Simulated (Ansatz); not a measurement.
The starting structures come from a database of crystals and need not be the phases stable at ambient conditions.

 Where the default PAW files enter, the runs use the earlier of Ansatz's two default sets.

Here is the system:

```
CELL_PARAMETERS angstrom
      7.27254     0.00000     0.00000
      0.00000     7.27254     0.00000
      3.63627    -3.63627     5.14246
ATOMIC_POSITIONS crystal
  Li 0.87500 0.87500 0.25000
  Li 0.87500 0.87500 0.75000
  Li 0.87500 0.37500 0.25000
  Li 0.37500 0.87500 0.75000
  Zn 0.50000 0.50000 0.00000
  Zn 0.25000 0.25000 0.50000
  Cl 0.63484 0.12172 0.24344
  Cl 0.62828 0.62828 0.74344
  Cl 0.12172 0.12172 0.24344
  Cl 0.62828 0.11516 0.74344
  Cl 0.12172 0.63484 0.75656
  Cl 0.62828 0.62828 0.25656
  Cl 0.12172 0.12172 0.75656
  Cl 0.11516 0.62828 0.25656
```

Space group of this cell: Fd-3m, spinel. The cell is taken as given.

Transport runs along the normal of the first two printed cell vectors, the (001) plane of the conventional cell.

No gap correction and no spin-orbit coupling; mid-gap values are interpolated between computed energies.

Q: Estimate the band gap and the smallest decay constant κ at mid-gap that r2SCAN run with Ansatz (a program for electronic structure) returns for this system.

A: Gap 4.96 eV on a 6×6×6 mesh; κ = 0.394 1/Å, at the zone centre.
